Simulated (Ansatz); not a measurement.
Consider the following.

```xyz
4
Lattice="3.1889 0.0000 0.0000 -1.5945 2.7617 0.0000 0.0000 0.0000 5.1924" Properties=species:S:1:pos:R:3 pbc="T T T"
Ga     1.5945     0.9206     2.5914
Ga     0.0000     1.8411     5.1876
N      1.5945     0.9206     4.5481
N      0.0000     1.8411     1.9519
```

Space group of this cell: P6_3mc, wurtzite. The cell is taken as given; by r2SCAN its mean pressure is -1.0 GPa.

Method: r2SCAN (plane waves, PAW; Ansatz, an electronic-structure program).

The current runs along the normal of the first two printed vectors; no spin-orbit coupling. Scaled by the factor s: both lengths across the current (ions clamped). Meshes 12×12×6 and 12×12 across the current in all rows.

| s | mean pressure (GPa) | slowest mid-gap decay constant κ (1/Å) |
|---|---|---|
| 0.98 | 7.6 | ? |
| 1.00 | -1.0 | 0.155 |
| 1.02 | -7.9 | 0.142 |

Task: Take the slope of the slowest mid-gap decay constant κ against ln s from the two given rows, extrapolate to s = 0.98, and say what the run there gives.

Result: Slope = (0.142 − 0.155) / ln 1.02 = -0.656 1/Å. The line gives 0.155 + (-0.656) × ln 0.98 = 0.168 1/Å. The run gives 0.166 1/Å, 0.002 1/Å under the line, 17 % of the predicted step.
